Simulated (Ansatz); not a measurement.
Electronic density of states of amorphous Sn12As12Te36, density 6.54 g/cm³, on a 2×2×2 Γ-centred mesh with a Gaussian width of 0.1 eV; energies count from the Fermi level. Cell and mesh are small, so fine structure isn't converged. All values below come from PBE-D3(BJ), scalar-relativistic without spin-orbit coupling, PAW (Ansatz default set, large-core Te) (plane waves to 420 eV; Ansatz, a quantum-chemistry and plane-wave program). Sampling: a 2×2×2 Γ-centred mesh; Fermi-Dirac width 0.05 eV; no spin polarisation. The levels at the Fermi energy are partly filled. A closed spacing in one fast-quenched cell at PBE doesn't show the material to be a metal.

The cell was made by melting and quenching with the CHGNet potential and then relaxed with DFT. The hot cell started wider than the set density and was brought back towards it in steps. It is the lowest in DFT energy of 3 quenches. It is a model cell: composition and starting density were chosen by hand, and all elements were melted together. The geometry includes D3(BJ) dispersion. Its density started from a set value of 6.00 and ended at 6.54 g/cm³. The simulated quench (nominally 99 K/ps over its main leg) is rapid and tends to freeze in more defects than a deposited or slowly cooled glass has. One small periodic cell is one sample of the glass; other quenches scatter about these values. Volume and shape were free in the relaxation. Stress components on the final sampling reach 0.6 GPa. On a 2×2×2 Γ-centred mesh force components of up to 0.25 eV/Å stay, since the relaxation ran on one k-point at (1/4, 1/4, 1/4).

(E - EF (eV), states/(eV atom)): (-12.00, 0.30); (-11.90, 0.37); (-11.80, 0.43); (-11.70, 0.44); (-11.60, 0.41); (-11.50, 0.43); (-11.40, 0.50); (-11.30, 0.51); (-11.20, 0.56); (-11.10, 0.59); (-11.00, 0.56); (-10.90, 0.48); (-10.80, 0.48); (-10.70, 0.50); (-10.60, 0.48); (-10.50, 0.49); (-10.40, 0.45); (-10.30, 0.41); (-10.20, 0.38); (-10.10, 0.27); (-10.00, 0.20); (-9.90, 0.19); (-9.80, 0.20); (-9.70, 0.23); (-9.60, 0.27); (-9.50, 0.24); (-9.40, 0.17); (-9.30, 0.15); (-9.20, 0.15); (-9.10, 0.19); (-9.00, 0.15); (-8.90, 0.16); (-8.80, 0.10); (-8.70, 0.09); (-8.60, 0.15); (-8.50, 0.09); (-8.40, 0.01); (-8.30, 0.00); (-8.20, 0.00); (-8.10, 0.00); (-8.00, 0.00); (-7.90, 0.00); (-7.80, 0.00); (-7.70, 0.03); (-7.60, 0.16); (-7.50, 0.34); (-7.40, 0.39); (-7.30, 0.39); (-7.20, 0.38); (-7.10, 0.36); (-7.00, 0.31); (-6.90, 0.32); (-6.80, 0.32); (-6.70, 0.26); (-6.60, 0.24); (-6.50, 0.20); (-6.40, 0.12); (-6.30, 0.10); (-6.20, 0.06); (-6.10, 0.02); (-6.00, 0.00); (-5.90, 0.00); (-5.80, 0.00); (-5.70, 0.01); (-5.60, 0.05); (-5.50, 0.12); (-5.40, 0.25); (-5.30, 0.40); (-5.20, 0.48); (-5.10, 0.57); (-5.00, 0.56); (-4.90, 0.51); (-4.80, 0.47); (-4.70, 0.53); (-4.60, 0.62); (-4.50, 0.60); (-4.40, 0.58); (-4.30, 0.64); (-4.20, 0.67); (-4.10, 0.59); (-4.00, 0.52); (-3.90, 0.60); (-3.80, 0.68); (-3.70, 0.67); (-3.60, 0.65); (-3.50, 0.65); (-3.40, 0.66); (-3.30, 0.67); (-3.20, 0.67); (-3.10, 0.66); (-3.00, 0.68); (-2.90, 0.69); (-2.80, 0.70); (-2.70, 0.68); (-2.60, 0.66); (-2.50, 0.69); (-2.40, 0.69); (-2.30, 0.67); (-2.20, 0.73); (-2.10, 0.72); (-2.00, 0.68); (-1.90, 0.71); (-1.80, 0.77); (-1.70, 0.74); (-1.60, 0.66); (-1.50, 0.71); (-1.40, 0.75); (-1.30, 0.72); (-1.20, 0.72); (-1.10, 0.75); (-1.00, 0.75); (-0.90, 0.69); (-0.80, 0.60); (-0.70, 0.58); (-0.60, 0.58); (-0.50, 0.55); (-0.40, 0.53); (-0.30, 0.55); (-0.20, 0.42); (-0.10, 0.38); (0.00, 0.41); (0.10, 0.36); (0.20, 0.36); (0.30, 0.38); (0.40, 0.41); (0.50, 0.41); (0.60, 0.40); (0.70, 0.37); (0.80, 0.43); (0.90, 0.48); (1.00, 0.49); (1.10, 0.53); (1.20, 0.56); (1.30, 0.56); (1.40, 0.59); (1.50, 0.62); (1.60, 0.65); (1.70, 0.69); (1.80, 0.68); (1.90, 0.64); (2.00, 0.61); (2.10, 0.69); (2.20, 0.68); (2.30, 0.59); (2.40, 0.60)
